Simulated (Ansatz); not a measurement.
TaC, alloy series

Base system: TaC in the rock salt structure (space group Fm-3m, No. 225).

```yaml
crystal:
  lattice:
    - [0.00000, 2.23793, 2.23793]
    - [2.23793, 0.00000, 2.23793]
    - [2.23793, 2.23793, 0.00000]
  atoms:
    - { symbol: C, position: [0.00000, 0.00000, 0.00000] }
    - { symbol: Ta, position: [0.50000, 0.50000, 0.50000] }
```

The other end (x = 1) is TaSn in the rock salt structure (space group Fm-3m, No. 225; a hypothetical phase, not in the database extracts checked): 22.50 Å³/atom, gap zero; this end may not be an ambient phase.

Sn replaces a fraction x of C; each row is one arrangement (x, atoms in the cell, starting space group or random), fully relaxed.

All numbers come from PBE in Ansatz (plane waves to 420 eV, PAW, no spin-orbit coupling).

Candidates:
(a) x(Sn) = 0.667, 6 atoms, I4/mmm
(b) x(Sn) = 0.25, 8 atoms, Pm-3m
(c) x(Sn) = 0.75, 8 atoms, Pmmm
(d) x(Sn) = 0.333, 6 atoms, Immm

Notes on the quantities. mixing energy: to 0.01 eV only: unlike meshes or grids; against an end that may be hypothetical.

Task: Order them by mixing energy, lowest first.

Result: (a) x(Sn) = 0.667, 6 atoms, I4/mmm (-0.37 eV/atom), (c) x(Sn) = 0.75, 8 atoms, Pmmm (-0.01 eV/atom), (d) x(Sn) = 0.333, 6 atoms, Immm (+0.31 eV/atom), (b) x(Sn) = 0.25, 8 atoms, Pm-3m (+1.04 eV/atom)

Each cell is one ordered arrangement of few atoms, which overstates ordering effects compared with a random alloy. Stability against distortions was not tested. All final runs are without spin polarisation. An odd electron count without spin: Ta3Sn2C, TaC, TaSn and Ta3SnC2. TaSn has a high density of states at the Fermi level and may be magnetic at this level. Under x(Sn) = 0.667, 6 atoms, I4/mmm, x(Sn) = 0.75, 8 atoms, Pmmm and x(Sn) = 0.333, 6 atoms, Immm the cell changed shape so far that it is another structure.

Ansatz is a quantum-chemistry and plane-wave program.
